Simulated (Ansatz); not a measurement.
The reference is GaN in the zinc blende structure (space group F-43m, No. 216; a = 4.4983 Å).

Computed with Ansatz (a first-principles code) PBEsol, scalar-relativistic without spin-orbit coupling, earlier PAW set.

Carriers are added at fixed cell with a uniform background; the Fermi–Dirac width is that of 300 K.

One change was made to it. Results:

The gap between the host's bands falls by 0.01 eV to 1.69 eV; the Fermi level relative to the doped band's edge (positive inside the band; to 0.05 eV) comes out as +1.10 eV; the gap character remains direct at Γ.

Q: Which change produced these results?
A) electrons 2.0×10^22 cm⁻³
B) holes 5.0×10^20 cm⁻³
C) electrons 7.0×10^20 cm⁻³
D) holes 7.0×10^20 cm⁻³

A: C, electrons 7.0×10^20 cm⁻³. For comparison, the Fermi level from band edge in the other runs: electrons 2.0×10^22 cm⁻³ gives +2.85 eV; holes 5.0×10^20 cm⁻³ gives +0.05 eV; holes 7.0×10^20 cm⁻³ gives +0.10 eV.

Charged cell with a jellium background: band edges are those of the host's band count, energies are not comparable with the neutral cell, and many-body gap narrowing is missing. No phonon test of stability was made. This is not the structure that GaN has at room temperature and ambient pressure.
